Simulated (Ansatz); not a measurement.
The reference is Li2PdO3 (space group C2/m, No. 12; a cell from a computed database, its experimental status unchecked).

```
CELL_PARAMETERS angstrom
      2.55610    -4.42122     0.00000
      2.55610     4.42122     0.00000
     -1.70742     0.00000     4.77848
ATOMIC_POSITIONS crystal
  Li 0.50000 0.50000 0.50000
  Li 0.83645 0.16355 0.50000
  Li 0.16355 0.83645 0.50000
  Li 0.00000 0.00000 0.00000
  Pd 0.66673 0.33327 0.00000
  Pd 0.33327 0.66673 0.00000
  O  0.26836 0.26836 0.76321
  O  0.73164 0.73164 0.23679
  O  0.42529 0.07783 0.23407
  O  0.57471 0.92217 0.76593
  O  0.92217 0.57471 0.76593
  O  0.07783 0.42529 0.23407
```

Cartesian axes are those of the cell as printed.

All numbers come from Kohn–Sham DFT with the r2SCAN functional, run in Ansatz (a quantum-chemistry and plane-wave program) with PAW and 500 eV plane waves, spin-orbit coupling left out, earlier PAW set.

The change: an isotropic linear strain of +2.99 %, atoms relaxed at fixed cell.

Question: Predict the stress tensor and what it implies for the stiffness.

Answer: Stress of the strained cell less that of the base (GPa, compression positive):
```
  -9.29    0.00    0.02
   0.00   -9.21    0.00
   0.02    0.00   -7.07
```

Then B = −ΔP/(ΔV/V₀) with ΔV/V₀ = 0.0924 gives secant stiffness values (nonlinear terms included at this strain): B (at held cell shape, above the free-shape value) ≈ 92 GPa.

As a check, the harmonic strain energy −½ V₀ Δσ:ε is 21 meV/atom; the computed energy rise is 24 meV/atom.

Whether these cells are dynamically stable was not tested.
